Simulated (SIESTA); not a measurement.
Input and output of a self-consistent single point for InSb (F-43m, 2 atoms in the cell) (SIESTA).

Computed with SIESTA with GGA PBE with spin-orbit coupling, numerical atomic orbitals DZP, PseudoDojo PBE fully relativistic norm-conserving potentials (rewritten from UPF to PSML).

```yaml
crystal:
  lattice:
    - [0.00000, 3.34679, 3.34679]
    - [3.34679, 0.00000, 3.34679]
    - [3.34679, 3.34679, 0.00000]
  atoms:
    - { symbol: In, position: [0.00000, 0.00000, 0.00000] }
    - { symbol: Sb, position: [0.25000, 0.25000, 0.25000] }
```

Reference input (self-consistent single point, DFT, GGA PBE, numerical atomic orbitals DZP, PseudoDojo PBE standard norm-conserving potentials (rewritten from UPF to PSML)): XC.functional = GGA; XC.authors = PBE; potentials = PseudoDojo PBE standard; PAO.BasisSize = DZP; PAO.EnergyShift = 0.005 Ry; MeshCutoff = 350 Ry; kgrid.MonkhorstPack = 9 9 9; OccupationFunction = FD; ElectronicTemperature = 1160.45 K; MaxSCFIterations = 150; SCF.Mixer.Method = Pulay; SCF.Mixer.Weight = 0.25. This run's input differs from it in these lines:

```diff
@@ -1,2 +1,2 @@
-# files in the folder: In.psml Sb.psml (PseudoDojo PBE standard)
+# files in the folder: In.psml Sb.psml (PseudoDojo PBE fully relativistic)
 SystemName  InSb
@@ -34,2 +34,7 @@
 ElectronicTemperature        1160.45 K
+Spin                         spin-orbit
+%block DM.InitSpin
+  1 0.00 0.00 0.00
+  2 0.00 0.00 0.00
+%endblock DM.InitSpin
```

Output (repeated stretches shortened):

```
        iscf     Eharris(eV)        E_KS(eV)     FreeEng(eV)     dDmax    Ef(eV) dHmax(eV)
   scf:    1    -4279.387789    -4279.580688    -4279.583046  0.614968 -3.954784  2.946585
     spin moment: {S} , |S| = {    0.00000   -0.00000    0.00000 }     0.00000
   scf:    2    -4279.800114    -4279.699411    -4279.702424  0.027067 -3.981831  1.670074
     spin moment: {S} , |S| = {    0.00000   -0.00000    0.00000 }     0.00000
   scf:    3    -4279.783082    -4279.751469    -4279.755211  0.033776 -4.037158  0.466680
     spin moment: {S} , |S| = {   -0.00000   -0.00000   -0.00000 }     0.00000
   [... lines left out ...]
     spin moment: {S} , |S| = {    0.00000   -0.00000   -0.00000 }     0.00000
   scf:    8    -4279.754844    -4279.754843    -4279.758436  0.000033 -4.044989  0.000457
     spin moment: {S} , |S| = {    0.00000   -0.00000   -0.00000 }     0.00000
   scf:    9    -4279.754843    -4279.754843    -4279.758436  0.000014 -4.044957  0.000002
     spin moment: {S} , |S| = {   -0.00000    0.00000   -0.00000 }     0.00000
   scf:   10    -4279.754843    -4279.754843    -4279.758436  0.000000 -4.044957  0.000001
     spin moment: {S} , |S| = {   -0.00000   -0.00000   -0.00000 }     0.00000
SCF Convergence by DM+H criterion
max |DM_out - DM_in|         :     0.0000000895
max |H_out - H_in|      (eV) :     0.0000009989
SCF cycle converged after 10 iterations

Using DM_out to compute the final energy and forces

siesta: E_KS(eV) =            -4279.7548

siesta: E_KS - E_eggbox =     -4279.7548

siesta: Atomic forces (eV/Ang):
     1    0.000064    0.000064    0.000064
     2   -0.000064   -0.000064   -0.000064
   Tot    0.000000    0.000000    0.000000
   Max    0.000064
   Res    0.000064    sqrt( Sum f_i^2 / 3N )
   Max    0.000064    constrained

Stress tensor Voigt[x,y,z,yz,xz,xy] (kbar):        6.81        6.81        6.81       -0.21       -0.21       -0.21
(Free)E + p*V (eV/cell)    -4280.0773
Target enthalpy (eV/cell)    -4279.7584

siesta: Program's energy decomposition (eV):
siesta: Enl(+so)=     -1697.790009
   [... lines left out ...]
siesta: FreeEng =     -4279.758436
   [... lines left out ...]
siesta:     0.004253   -0.000129   -0.000129
siesta:    -0.000129    0.004253   -0.000129
siesta:    -0.000129   -0.000129    0.004253

siesta: Cell volume =         74.974879 Ang**3

siesta: Pressure (static):
siesta:                Solid            Molecule  Units
siesta:          -0.00004632         -0.00004630  Ry/Bohr**3
siesta:          -0.00425288         -0.00425145  eV/Ang**3
siesta:          -6.81387288         -6.81157112  kBar
```

The run converged in 10 iterations. Against the reference run the pressure moves little (-0.72 to -0.68 GPa).

The starting cell comes from a database of computed structures (which also holds hypothetical and non-ambient phases and stackings), without a prior relaxation at this level. Its lattice was rescaled by a random factor within 2.5 % of one. Values carry the incompleteness of an atom-centred basis. The run gives no clean gap (levels at the Fermi energy touch, overlap or are partly filled at this smearing), which alone does not show that the compound is a metal.

Cost on one core of a shared machine: roughly 80 s.
